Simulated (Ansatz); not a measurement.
Start from LuBi in the rock salt structure (space group Fm-3m, No. 225; a model cell, its experimental status unchecked).

```cif
data_BiLu
_chemical_formula_sum 'Bi1 Lu1'
_space_group_name_H-M_alt 'P 1'
_space_group_IT_number 1
_cell_length_a 4.38462
_cell_length_b 4.38462
_cell_length_c 4.38462
_cell_angle_alpha 60.000
_cell_angle_beta 60.000
_cell_angle_gamma 60.000
loop_
_space_group_symop_operation_xyz
  'x, y, z'
loop_
_atom_site_label
_atom_site_type_symbol
_atom_site_fract_x
_atom_site_fract_y
_atom_site_fract_z
_atom_site_occupancy
Bi1 Bi 0.00000 0.00000 0.00000 1
Lu1 Lu 0.50000 0.50000 0.50000 1
```

Level of theory: r2SCAN in Ansatz (plane waves to 500 eV, PAW, without spin-orbit coupling).

For the base:

- Lattice parameter a = 6.201 Å
- Band gap = zero

The change: hydrostatic tension (pressure −2 GPa).

Q: Estimate the effect on the lattice parameter a.

A: The lattice parameter a grows by 0.074 Å (6.201 Å → 6.275 Å).

Q: What happens to the band gap?

A: The band gap is still zero.

Load acts through the strain it causes; cell and atoms are relaxed under it. No phonon test of stability was made.

Ansatz is a program for electronic structure.
